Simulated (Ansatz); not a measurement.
# Input and output of a self-consistent single point for CuAgO₂ (Pmm2, 4 atoms in the cell) (Ansatz)

Method: LDA (PW92), default PAW files made with PBE (plane waves; Ansatz, a first-principles code).

This input was run:

Ansatz 0.2 input:
```yaml
# CuAgO2
crystal:
  lattice:
    - [2.807991, 0.000000, 0.000000]
    - [0.000000, 3.343828, 0.000000]
    - [0.000000, 0.000000, 5.387967]
  atoms:
    - { symbol: Cu, position: [0.500000, 0.500000, 0.509280] }
    - { symbol: Ag, position: [0.000000, 0.000000, 0.000000] }
    - { symbol: O, position: [0.000000, 0.500000, 0.270850] }
    - { symbol: O, position: [0.000000, 0.500000, 0.729150] }
basis:
  ecutwfc: 420.0 eV
kpoints:
  mp_grid: { grid: [12, 10, 6] }
hamiltonian:
  xc: lda
  pseudopotentials: { kind: paw }
scf:
  occupations: { method: fermi_dirac, width: 0.1 eV }
output:
  forces: true
  eigenvalues: true
  stress: true
```

Log, with long lists cut:

```
WARN ansatz: RAYON_NUM_THREADS=1 ignored (pool sized by the plan → 1); use --threads N
Pseudopotentials: kind: paw
Pseudopotential: Cu, paw, valence charge 19
Pseudopotential: Ag, paw, valence charge 19
Pseudopotential: O, paw, valence charge 6
Crystal: 4 atoms, lattice volume = 50.590 Å³
Basis set: ecut = 420 eV, 985 PW (Γ)
Bands: 30, of which v1, the nominal top of the filled ones, is band 25 counted from 1 (24 counted from 0)
Symmetry: 4 space group operations
Space group: Pmm2 (ITA 25), of the structure as read, at distance tolerance 3.7e-5 Å
k-points: 168 of 720 (time reversal used)
PAW frozen core: Cu, regenerated for the run's functional, and the local potential with it
PAW frozen core: Ag, regenerated for the run's functional, and the local potential with it
PAW frozen core: O, regenerated for the run's functional, and the local potential with it
Initial density: superposition of atomic densities (neutral atoms: chi_scale 0, normalization atom), corrected by the library's trained network
Initial wavefunctions: pseudopotential atomic-orbital guess
Eigensolver: davidson
Functional: x = slater, c = lda
SCF iter   1: F=—  HF=-15120.821594 eV  |F-HF|=—  |Δ(HF+E_count)|=         —  Δρ=2.06e-2  dr2=1.71e-1  ethr=1.77e-3  ⟨swp⟩=5.3  Hψ=18496  notcnv=0
all-band conjugate gradients solve this SCF's bands
preconditioner: auto → LDOS
SCF iter   2: F=—  HF=-15120.836664 eV  |F-HF|=—  |Δ(HF+E_count)|=   1.51e-2  Δρ=2.62e-2  dr2=2.04e-1  ethr=3.43e-4  ⟨swp⟩=2.1  Hψ=11153  notcnv=0
SCF iter   3: F=—  HF=-15120.771890 eV  |F-HF|=—  |Δ(HF+E_count)|=   6.48e-2  Δρ=3.89e-3  dr2=7.11e-3  ethr=3.43e-4  ⟨swp⟩=2.0  Hψ=8401  notcnv=0
SCF iter   4: F=—  HF=-15120.770772 eV  |F-HF|=—  |Δ(HF+E_count)|=   1.12e-3  Δρ=1.83e-3  dr2=1.59e-3  ethr=1.42e-5  ⟨swp⟩=2.5  Hψ=8527  notcnv=0
SCF iter   5: F=—  HF=-15120.770426 eV  |F-HF|=—  |Δ(HF+E_count)|=   3.46e-4  Δρ=5.88e-4  dr2=1.81e-4  ethr=3.18e-6  ⟨swp⟩=2.5  Hψ=7711  notcnv=0
SCF iter   6: F=—  HF=-15120.770390 eV  |F-HF|=—  |Δ(HF+E_count)|=   3.66e-5  Δρ=2.61e-4  dr2=2.27e-5  ethr=3.63e-7  ⟨swp⟩=2.0  Hψ=6835  notcnv=0
SCF iter   7: F=—  HF=-15120.770404 eV  |F-HF|=—  |Δ(HF+E_count)|=   1.39e-5  Δρ=1.37e-4  dr2=7.14e-6  ethr=4.54e-8  ⟨swp⟩=1.0  Hψ=5131  notcnv=0
SCF iter   8: F=—  HF=-15120.770403 eV  |F-HF|=—  |Δ(HF+E_count)|=   7.49e-7  Δρ=4.31e-5  dr2=6.72e-7  ethr=1.43e-8  ⟨swp⟩=1.0  Hψ=5041  notcnv=0
SCF iter   9: F=-15120.770403 eV  HF=-15120.770403 eV  |F-HF|=1.65e-9  |Δ(HF+E_count)|=   7.42e-8  Δρ=4.90e-6  dr2=2.27e-9  ethr=2.00e-10  ⟨swp⟩=2.9  Hψ=18375  notcnv=0
SCF 1 converged in 9 iterations: F = -15120.770403 eV  dr2 = 2.27e-9
SCF converged after 9 iterations
Free energy (F): -15120.770403 eV
Harris-Foulkes:  -15120.770403 eV  (|F-HF|=1.65e-9)
Internal energy: -15120.704952 eV  (E = F + TS)
E sigma→0 (E₀):  -15120.737678 eV
Entropy (-TS):   -0.065450 eV (-16.363 meV/atom)
Fermi energy:    10.623301 eV
--- Per-component energies (eV) ---
  E_band       = -809.217104
  E_kinetic    = 1167.419254
  E_local      = -8256.047818  (includes V_loc(G=0)·N_el)
  E_nonlocal   = 576.734079
  E_hartree    = 3579.357067
  E_xc         = -414.525953
  E_vxc        = -532.354730  (∫ρ·V_xc dr)
  E_paw        = -5649.632330  (= ΣΔE_a)
  E_vpaw       = -923.686324  (= ΣTr[D̂ρ^β])
  E_aug_tail   = 0.005206  (compensation charges beyond the density's cutoff)
  E_ewald      = -6125.382769
  E_core_change = 1.368311  (= ΣΔE_core)
  E_smearing   = -0.065450  (= −TS)
  E_closure    = -0.000000  (closes the sum)
  Σ components = -15120.770403   (vs F -15120.770403, Δ=0.00e0)
--- Forces (eV/Å), atoms counted from 1 ---
  atom   1  Cu     0.00000000    -0.00000000    -1.16970425
  atom   2  Ag     0.00000000     0.00000000     0.15617178
  atom   3  O      0.00000000    -0.00000000     0.37260348
  atom   4  O      0.00000000     0.00000000     0.64093223
  max |Σ_I F_I| component: 3.23e-6 eV/Å
--- Stress (GPa, compression-positive) ---
       -3.986421       0.000000      -0.000000
        0.000000      -6.232896      -0.000000
       -0.000000      -0.000000      -7.943837
  P = ⅓ Tr σ = -6.0544 GPa (-60.544 kbar)
  The stress holds the Pulay correction. Without it, at fixed plane waves, as pw.x and ABINIT print it: P = -6.7567 GPa
--- Band table (eV; the first three rows and the last of 168) ---
  k-point 0: bands = ["-101.7648", "-80.4510", "-59.7913", "-59.7429", "-59.1566", "-44.0058", "-43.9792", "-43.9682", "-8.6170", "-7.2623", "2.7116", "4.6307", "4.7757", "5.5899", "6.5671", "6.9099", "7.2756", "7.6613", "7.7741", "7.7812", [...]
  k-point 1: bands = ["-101.7648", "-80.4510", "-59.7913", "-59.7429", "-59.1566", "-44.0058", "-43.9792", "-43.9682", "-8.5681", "-7.3358", "2.9348", "4.6408", "4.7910", "5.5940", "6.3858", "6.6771", "7.1765", "7.3323", "7.7789", "7.8993", [...]
  k-point 2: bands = ["-101.7648", "-80.4510", "-59.7913", "-59.7429", "-59.1566", "-44.0058", "-43.9792", "-43.9682", "-8.4497", "-7.5025", "3.5425", "4.6621", "4.8253", "5.5325", "5.7359", "6.3863", "7.0672", "7.1874", "7.7899", "7.8552", [...]
  k-point 167: bands = ["-101.7634", "-80.4416", "-59.8132", "-59.7401", "-59.1565", "-44.0979", "-44.0113", "-43.9558", "-7.5838", "-7.1034", "4.1046", "4.6090", "4.8722", "5.1402", "5.3631", "5.6056", "6.4389", "7.5384", "7.6224", "7.7250", [...]
```

The run converged in 9 iterations.

The starting cell comes from a database of computed structures (which also holds hypothetical and non-ambient phases and stackings), without a prior relaxation at this level. Its lattice was rescaled by up to half a per cent. One atom was moved a little off its site on purpose. Spin polarisation is off, so a magnetic state, if there is one, cannot be reached. With a pressure of about -6 GPa the cell is away from its equilibrium volume at this level. Forces in this geometry exceed 1 eV/Å. Ansatz's pressure includes its estimate of the finite-basis (Pulay) stress. Without the estimate this run gives -6.76 GPa. The run gives no clean gap (levels at the Fermi energy touch, overlap or are partly filled at this smearing), which alone does not show that the compound is a metal.
